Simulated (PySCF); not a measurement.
PySCF 2.14.0, B3LYP/def2-svp, df: Au(NMe2)(OH2) (C[N](C)[Au]<-[OH2]), 13 atoms. The geometry is a generated start, not checked to be a minimum at this level.

```yaml
task: energy
method: b3lyp
basis: def2-svp
two_electron_scheme: density fitting
mol.max_memory: 3000 MB
mf.max_cycle: 100
mf.init_guess: minao (default)
mf.DIIS: CDIIS (default)
mf.conv_tol: 1e-09 (default)
mf.grids.level: 3 (default)
effective_core_potentials: those of the basis set, past Kr
basis_functions: 128
grid_points: 158992
```

```xyz
13

Au    -0.3169    -1.3230     0.1860
N     -0.4159     0.6661     0.0272
C     -0.3342     1.2282    -1.2975
C      0.3665     1.4522     0.9472
H     -0.6356     2.2841    -1.2683
H      0.6819     1.1921    -1.7334
H     -1.0101     0.6972    -1.9654
H      1.4541     1.4331     0.7381
H      0.0472     2.5024     0.8975
H      0.2096     1.0953     1.9639
O     -0.3198    -3.5475     0.3993
H     -0.0701    -3.7685     1.3029
H      0.3432    -3.9117    -0.1975
```

Charge 0 and multiplicity 1 are set for this test and not shown to be the ground state.

One run each on 2 threads, 1 BLAS thread. Values of diis_space tried: 3, 5, 8 (default), 12, 20.

Task: Which value of diis_space needs the fewest Fock builds, and what happens away from it?

Result: Fewest Fock builds, within one of each other: 5 with 16, 8 (default) with 16, 12 with 16, 20 with 16. The count rises to 24 at 3. All converge to one solution.

```json
[
 {"diis_space": "3", "Fock builds": "24", "end": "same solution"},
 {"diis_space": "5", "Fock builds": "16", "end": "same solution"},
 {"diis_space": "8 (default)", "Fock builds": "16", "end": "same solution"},
 {"diis_space": "12", "Fock builds": "16", "end": "same solution"},
 {"diis_space": "20", "Fock builds": "16", "end": "same solution"}
]
```
